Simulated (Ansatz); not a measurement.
Structures of equal composition on the (111)B surface of zinc-blende AlP (P plane on top): 2x2 Al adatom at H3; 2x2 Al adatom at T4. The slabs share one bottom face, and each structure is named by its start. These are constructed structures in small cells; real faces may alloy, dewet or reconstruct in larger ones, and not all known structures of the face are among them. Slabs of about 17 Å, Fermi-Dirac smearing of 0.025 eV. Bottom of the slabs: H caps. Relaxed from the named starts with such symmetry as they have, on meshes of like density; energies extrapolated to zero smearing; spin only where a row says so; no spin-orbit coupling, no U. Brackets mark spin-polarised runs, whose order is one that fits the cell. Where a second, spin-polarised start was run, the lower counts.

Calculation: PBE (plane waves to 420 eV, PAW; Ansatz, a quantum-chemistry and plane-wave program).

Task: Put the candidates in order of energy per 1x1 cell, lowest first, for PBE.

Result: 2x2 Al adatom at H3 (0.000 eV, gap 1.12 eV on the mesh), 2x2 Al adatom at T4 (0.088 eV, gap 1.09 eV on the mesh)
